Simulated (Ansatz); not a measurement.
## Work function of Pd(100) slab by several functionals

All runs by Ansatz (plane waves, PAW, no spin-orbit coupling): 7 layers on the in-plane lattice of PBE, ions relaxed at each level.

| level | work function (eV) | rough cost against PBE (one kind of shared host) |
|---|---|---|
| LDA | (withheld) | within a factor of 2 |
| PBE | 5.09 | 1 |
| PBEsol | 5.20 | within a factor of 2 |
| r2SCAN | (withheld) | about 4 times |

Problem. What belongs in the gaps?

Solution. 
- LDA, work function (eV): 5.49
- r2SCAN, work function (eV): 5.07

Problem. Which level lies nearest to measurement, and on which side does PBE miss?

Solution. Measured (this face): 5.48 eV (measured; Abhirup Patra, Jefferson E. Bates, Jianwei Sun et al., Proceedings of the National Academy of Sciences (2017), arXiv:1702.08515). Misses: LDA +0.01, PBE -0.39, PBEsol -0.28, r2SCAN -0.41 eV. Nearest is LDA, though measured values of one face scatter by 0.1 eV or more.

Ansatz is a quantum-chemistry and plane-wave program.
